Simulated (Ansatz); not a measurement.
## Re under load (space group P6_3/mmc): resistivity and electron-phonon coupling

Data:

```
CELL_PARAMETERS angstrom
      2.71693     0.00000     0.00000
     -1.35846     2.35293     0.00000
      0.00000     0.00000     4.39602
ATOMIC_POSITIONS crystal
  Re 0.33333 0.66667 0.25000
  Re 0.66667 0.33333 0.75000
```

Level of theory: PBEsol, DFPT electron-phonon coupling, linearised Boltzmann equation (plane waves, PAW, scalar-relativistic; Ansatz, a first-principles code). Condition of this run: hydrostatic pressure 15 GPa (the target of the relaxation). Geometry: relaxed with this functional, without spin-orbit coupling, then loaded as said.

```yaml
resistivity at 300 K: 11.4 (x), 11.4 (y), 8.0 (z) μΩ·cm
resistivity at 77 K: 1.48 (x), 1.48 (y), 1.06 (z) μΩ·cm
electron mean free path at 300 K (weighted by the current that each state carries): 6.5 (x), 6.5 (y), 6.7 (z) nm
resistivity times mean free path for one path shared by all states (from the Fermi surface's area): 6.5 (x), 6.5 (y), 4.3 (z) ×10⁻¹⁶ Ω·m²
electron-phonon coupling λ: 0.60
transport coupling λ_tr: 0.55 (x), 0.55 (y), 0.61 (z)
logarithmic_mean_phonon_energy: 17.0 meV
density of states at the Fermi level: 0.70 states/(eV·spin·cell)
drude_plasma_energy: 7.4 (x), 7.4 (y), 9.2 (z) eV
Tc for μ* = 0.10 (anisotropic Eliashberg): 4.7 K
Tc for μ* = 0.13 (anisotropic Eliashberg): 3.3 K
```

A metal at this level (no band gap). Only scattering by harmonic phonons is included (no impurities, grain boundaries, electron-electron scattering or thermal expansion). Spin-orbit coupling is left out, which matters with elements this heavy. For metals of groups 4 to 10, Tc at these values of μ* can lie well above the measured one. The self-energy correction of the phonons between q points moved λ by about 3 %. Halving the electron mesh (36x36x20) moves the resistivity by up to 4 % at 300 K, the mean free path by up to 5 %, the coupling by up to 2 %, Tc by up to 4 %. Smearing 0.20 eV; phonons on a 6x6x3 q mesh, which this run doesn't test and which matters most at low temperature. Tc comes from the anisotropic Migdal-Eliashberg equations with μ*, a chosen number, referred to 18.4 meV.
